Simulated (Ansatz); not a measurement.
The parent structure is NbB2 (space group P6/mmm, No. 191; relaxed with 0.1 eV smearing).

```
CELL_PARAMETERS angstrom
      3.09592     0.00000     0.00000
     -1.54796     2.68114     0.00000
      0.00000     0.00000     3.28935
ATOMIC_POSITIONS crystal
  Nb 0.00000 0.00000 0.00000
  B  0.33333 0.66667 0.50000
  B  0.66667 0.33333 0.50000
```

Cartesian axes are those of the cell as printed.

All numbers come from DFT with PBEsol, PAW potentials and a 420 eV plane-wave cutoff in Ansatz (a program for electronic structure), spin-orbit coupling left out.

Before the change:

Shortest interatomic distance: 1.787 Å

It is then changed as follows: strain tensor (xx, yy, zz, yz, xz, xy) = (−1.52, −3.56, +3.23, +0.66, +0.46, +0.37) %; the atoms relax in the strained cell.

Question: Predict the new shortest interatomic distance.

Answer: The shortest interatomic distance falls by 0.060 Å, from 1.787 Å to 1.727 Å.

Question: Predict the new stress.

Answer: The stress (xx, yy, zz, yz, xz, xy; compression positive) amounts to (7.0, 18.8, -2.3, -3.3, -2.1, -2.0) GPa.

Stability against distortions was not tested. All final runs are without spin polarisation. An odd electron count without spin: NbB2.
